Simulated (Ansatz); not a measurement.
Defect migration in rock-salt ZrN: N vacancy, neutral cell. Calculation: PBE, PAW (plane waves to 420 eV; Ansatz, a first-principles code).

Settings: 64 host sites, the relaxed PBE lattice, a 3×3×3 k-point mesh shifted by half a step, smearing 0.10 eV, spin-restricted, no image-charge correction. No zero-point or tunnelling terms. Forms of the defect that were not tried may lie lower.

Barriers: single points on a 4×4×4 k-point mesh shifted by half a step at the bands' geometries.

The only route run: one N atom jumps into the vacancy from a nearby N site; the atom moves 3.28 Å along (0.00, 0.51, 0.51) of the unit cell; the moving atom starts with neighbours 2 Zr at 2.28, 2 Zr at 2.29, 2 Zr at 2.31 Å and ends with 2 Zr at 2.28, 2 Zr at 2.29, 2 Zr at 2.31 Å. Its barrier is 3.30 eV. The saddle point's order was not checked, and it lies on a symmetry element of the cell, where a band can be held. The defect has 12 equivalent sites to jump to, 3.25 Å away. Attempt frequency: take 10 THz as a typical guess.

Task: Estimate the defect's diffusion coefficient at 300 K, how far it wanders in 1 h, and how much an error of 0.1 eV in the barrier would matter.

Result: kT = 0.0259 eV, so each jump happens at Γ = ν exp(−E/kT) = 1.0e13 × exp(−127.65) ≈ 3.7e-43 s⁻¹. For uncorrelated jumps in a cubic host D = z λ² Γ / 6 = 12 × (3.25e-8 cm)² × 3.7e-43 / 6 ≈ 7.8e-58 cm²/s. The root-mean-square distance is √(6Dt) ≈ 4e-20 nm, less than one jump, so the defect is frozen in. An error of 0.1 eV changes D by a factor exp(0.1/kT) ≈ 48, and the distance by its square root. This is the isolated defect's own diffusivity; trapping, its concentration and zero-point motion are left out.
